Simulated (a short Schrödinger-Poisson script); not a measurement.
System: MOS inversion layer, SiO2 on p-type GaAs, at 300 K.

| layer | material | thickness (nm) | Na (cm⁻³) |
|---|---|---|---|
| 1 | SiO2 | 1.5 | - |
| 2 | GaAs | 580 | 7.4e17 |

Constants are typed, rounded textbook-type inputs, not results; the design itself was drawn at random and stands for no fabricated device. SiO2: permittivity 3.9, conduction-band edge (eV) 3.17, gap (eV) 9, electron mass (mₑ) 0.5. GaAs: permittivity 12.9, conduction-band edge (eV) 0, gap (eV) 1.424, Nv at 300 K (cm⁻³) 9e18.

Channel valleys (confinement mass, in-plane density-of-states mass, number): Γ 0.067, 0.067, 1. At the gate the conduction-band edge of layer 1 lies 3.33 eV − eVg above the Fermi level of the channel; the field vanishes at the back. Gaps are held at their typed values at every temperature. Mesh 0.03 nm at interfaces.

From a short Schrödinger-Poisson script (our own, NumPy): 1D Poisson equation in equilibrium, electrons quantum, Hartree (BenDaniel-Duke, 12 states a valley, the channel's in-plane mass for all, wave functions free to enter the dielectric), parabolic valleys, classical holes, full ionisation, no traps, pinning or gate leakage.

At Vg = 1.1 V the centroid of the electrons lies 2.20 nm from the interface.

Task: Estimate the gate capacitance as the dielectric in series with that distance, and compare.

Result: The dielectric alone has 2.30 μF/cm²; in series with 2.20 nm of the channel's permittivity, 1.59 μF/cm²; the run gives 1.30 μF/cm². The estimate leaves out the density-of-states capacitance and the centroid's move with voltage. Above a few 1e12 electrons/cm² a light Γ valley is non-parabolic and upper valleys begin to fill, which the model leaves out.
